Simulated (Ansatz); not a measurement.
Take CdS in the wurtzite structure (space group P6_3mc, No. 186; a = 4.123 Å, c = 6.711 Å) as the base. Axes: x lies along a and z along c of the hexagonal cell.

Modification: uniaxial strain ε_xx = −1.54 %, all other strain components held at zero; the atoms relax in the strained cell.

Levels (all Ansatz, a first-principles code, PAW): PBEsol (420 eV, no spin-orbit coupling); r2SCAN (500 eV, without spin-orbit coupling).

The geometry is relaxed with PBEsol.

| Item | Value |
|---|---|
| PBEsol band gap | 1.08 eV |
| PBEsol electron mass | 0.11 mₑ along z, 0.12 mₑ across (at Γ) |
| PBEsol hole mass | 0.12 mₑ along x, 1.6 mₑ across (at Γ) |

Q: How does going to r2SCAN change the band gap, electron mass and hole mass?

A: The band gap grows by 0.61 eV (1.08 eV → 1.69 eV); the electron mass becomes 0.15 mₑ along z, 0.17 mₑ across (at Γ) (PBEsol: 0.11 mₑ along z, 0.12 mₑ across (at Γ)); the hole mass changes from 0.12 mₑ along x, 1.6 mₑ across (at Γ) to 0.16 mₑ along x, 1.6 mₑ across (at Γ).

Single points use the geometry relaxed with PBEsol. Effective masses come from finite differences of ±0.01 Å⁻¹. Whether these cells are dynamically stable was not tested.
